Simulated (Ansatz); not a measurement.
PBE against PBEsol: HfSi2, uniaxial strain ε_zz = −4.46 %

Consider HfSi2 (space group Cmcm, No. 63; a = 3.6828 Å, b = 14.5980 Å, c = 3.6582 Å). Axes: x, y, z lie along a, b, c of the conventional cell.

(Cell as relaxed with PBE.)

Levels (all Ansatz, a program for electronic structure, PAW): PBE (420 eV, no SOC); PBEsol (420 eV, no spin-orbit coupling).

Each level relaxes its own structure.

```csv
base,PBE,PBEsol
volume per atom,16.39 Å³,15.87 Å³
band gap,zero,zero
```

The change: the cell is compressed by 4.46 % along z with no lateral relaxation; the atoms relax in the strained cell.

| quantity | PBE | PBEsol |
|---|---|---|
| energy relative to the base (free energy F) | +30 meV/atom | +31 meV/atom |
| pressure (mean of the normal stresses, compression positive) | 7.6 GPa | 8.2 GPa |
| shortest interatomic distance | 2.374 Å | 2.364 Å |
| largest internal atomic displacement | 0.020 Å | 0.021 Å |

PBE's energy relative to the base lies 0.9 meV/atom below PBEsol's; PBE's pressure lies 0.6 GPa below PBEsol's; PBE's shortest interatomic distance lies 0.0091 Å above PBEsol's (0.4 %). Neither level is exact; PBEsol is the comparison here, not a measurement.

Without a gap, meshes like the base's 13×13×13 leave anisotropic stresses uncertain by several tenths of a GPa, and small strain energies with them. Whether these cells are dynamically stable was not tested. All final runs are without spin polarisation.
